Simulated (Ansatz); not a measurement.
CuCl, pressure series

The parent structure is CuCl in the wurtzite structure (space group P6_3mc, No. 186).

```
CuCl
1.0
    3.71636     0.00000     0.00000
   -1.85818     3.21846     0.00000
    0.00000     0.00000     6.18401
Cu Cl
2 2
Direct
  0.66667   0.33333   0.87126
  0.33333   0.66667   0.37126
  0.66667   0.33333   0.50374
  0.33333   0.66667   0.00374
```

Cell and atoms are relaxed at each pressure.

Levels (all Ansatz, a first-principles code, PAW): PBEsol (420 eV, no SOC); HSE06 (420 eV, no SOC).

Band gaps by level, all at the geometries relaxed with PBEsol:

```csv
case,PBEsol,HSE06
base,0.60 eV,2.51 eV
pressure −2 GPa,0.52 eV,2.45 eV
pressure 0.3 GPa,0.61 eV,2.52 eV
pressure 0.7 GPa,0.62 eV,2.53 eV
pressure 1.5 GPa,0.65 eV,2.55 eV
pressure 3 GPa,0.70 eV,2.58 eV
pressure 5 GPa,0.77 eV,2.63 eV
pressure 10 GPa,0.98 eV,2.77 eV
```

Single points use the geometry relaxed with PBEsol. Load acts through the strain it causes; cell and atoms are relaxed under it. Stability against distortions was not tested. Tetrahedral semiconductors of this kind turn to denser phases somewhere between about 1 and 50 GPa; those were not computed, so compressed cells here can lie past the real transition. No Hubbard U is applied. The final runs are not spin-polarised. This is not the structure that CuCl has at room temperature and ambient pressure.
